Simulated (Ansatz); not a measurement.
Results of r²SCAN in Ansatz (plane waves, PAW) for SrTiO₃ (within 0.1 Å of Pm-3m, No. 221, 10 atoms in the cell; start COD 2310687).

Run with plane-wave cutoff 560 eV, 10×10×10 k mesh, Fermi–Dirac smearing 0.01 eV, no spin polarisation, scalar-relativistic PAW data made under PBE.

Cell (measured lattice):

SrTiO₃ is taken in the tetragonal space group I4/mcm (No. 140), Pearson symbol tI20. Cell: a = b = 5.511 Å, c = 7.796 Å, α = β = γ = 90.00°. Sr on 4b is surrounded by 12 O at 2.729–2.783 Å (cuboctahedral). O1 on 4a is coordinated by 2 Ti at 1.949 Å and 4 Sr at 2.755 Å (octahedral). Ti on 4c sees 6 O at 1.949 Å (octahedral). O2 on 8h sees 2 Ti at 1.949 Å and 4 Sr at 2.729–2.783 Å (octahedral). (Neighbours: up to the widest gap in distance over summed covalent radii, below 1.35, at either atom; cation-cation and far metal-metal contacts left out.)
(The calculation used a cell of 10 atoms; values per cell refer to that cell.)

Question: Estimate the band gap that the calculation returns.

Answer: 
- band gap: 2.29 eV

Note: the file's cell can be that of a phase stable at another temperature; cell and atoms aren't relaxed at this level (pressure 1.5 GPa).

Spin–orbit coupling is not included.

The computed numbers hold no vibrational or temperature effects.

It cost roughly 50 core-seconds of CPU time.

Ansatz is a quantum-chemistry and plane-wave program.
